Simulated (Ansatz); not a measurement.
Results of PBEsol (Ansatz, a first-principles code, PAW) for TaCo₃ (P6₃/mmc, No. 194, 8 atoms in the cell; start mp-1095124).

Settings: plane-wave cutoff 520 eV, 12×12×14 k mesh (along the axes of the cell as run), Fermi–Dirac smearing 0.05 eV, no spin polarisation, scalar-relativistic PAW data made under PBE.

Cell (relaxed at this level):

```
CELL_PARAMETERS angstrom
      5.10153     0.00000     0.00000
     -2.55076     4.41805     0.00000
      0.00000     0.00000     4.09991
ATOMIC_POSITIONS crystal
  Ta 0.66667 0.33333 0.75000
  Ta 0.33333 0.66667 0.25000
  Co 0.15797 0.31595 0.75000
  Co 0.84203 0.68405 0.25000
  Co 0.84203 0.15797 0.25000
  Co 0.15797 0.84203 0.75000
  Co 0.68405 0.84203 0.75000
  Co 0.31595 0.15797 0.25000
```

Give the computed bulk modulus.


* **bulk modulus**: 276 GPa

Note: the run has no spin polarisation, so it can have missed a magnetic state; the bulk modulus is −V dP/dV from two relaxed cells at ±2 % in volume; the relaxation could not lower the start's symmetry, so the cell can be a saddle point above a distorted one.

Spin–orbit coupling is not included.

The computed numbers hold no vibrational or temperature effects.

Computing time: about 5 core-minutes (a rough figure).

A start named mp-… is a Materials Project structure, which need not be a measured phase.
